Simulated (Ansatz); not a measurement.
Results of LDA in Ansatz (plane waves, PAW) for Al (model structure, started from the Bi type, I4/mcm, No. 140, 4 atoms in the cell).

Settings: plane-wave cutoff 520 eV, 18×18×18 k mesh, Fermi–Dirac smearing 0.05 eV, scalar-relativistic PAW data made under PBE.

Cell (relaxed at this level):

```
Al
1.0
   -4.04251     4.04251     1.35193
    4.04251    -4.04251     1.35193
    4.04251     4.04251    -1.35193
Al
4
Direct
  0.35240   0.85240   0.20479
  0.64760   0.14760   0.79521
  0.85240   0.64760   0.50000
  0.14760   0.35240   0.50000
```

Task: Predict the bulk modulus.

Result: 
bulk modulus: 54.4 GPa

The run finds no gap.

Note: the bulk modulus is −V dP/dV from two relaxed cells at ±2 % in volume; the relaxation could raise the start's symmetry but not lower it, so the cell can be a saddle point.

The computed numbers hold no vibrational or temperature effects.

A model structure was made by putting elements into a prototype or built by hand; it is no filed structure, need not be a known phase, and can be a saddle point held by its symmetry.

Ansatz is a program for electronic structure.
